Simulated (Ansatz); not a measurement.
The parent structure is ZnS in the wurtzite structure (space group P6_3mc, No. 186; a = 3.7822 Å, c = 6.2077 Å). Axes: x lies along a and z along c of the hexagonal cell.

All numbers come from Kohn–Sham DFT with the PBEsol functional, run in Ansatz (an electronic-structure program) with PAW and 420 eV plane waves, no SOC.

For the base:

- Band gap = 2.15 eV
- Valence-band top at Γ = 0.00, 0.00, -0.09 eV
- Shortest interatomic distance = 2.319 Å

Perturbation: a free-standing slab of 4 layers (16 atoms, 4 a layer) is cut normal to the y axis, with 15 Å of vacuum and the in-plane cell held at bulk.

Problem. Estimate the effect on the band gap, valence-band top at Γ, excess energy per area of both faces, gap character and shortest interatomic distance.

Solution. The band gap increases by 0.08 eV to 2.23 eV; the valence-band top at Γ (three highest levels, from the VBM) goes from 0.00, 0.00, -0.09 eV to 0.00, -0.11, -0.26 eV; the excess energy per area of both faces (slab less bulk energy over the cell's area: twice a surface energy) is 0.96 J/m²; the gap character comes out as direct at Γ; the shortest interatomic distance shrinks by 0.123 Å to 2.196 Å.

Slab and bulk use different k-meshes, which limits the precision of the excess energy. Stability against distortions was not tested. k-point labels follow each cell's own Brillouin zone.
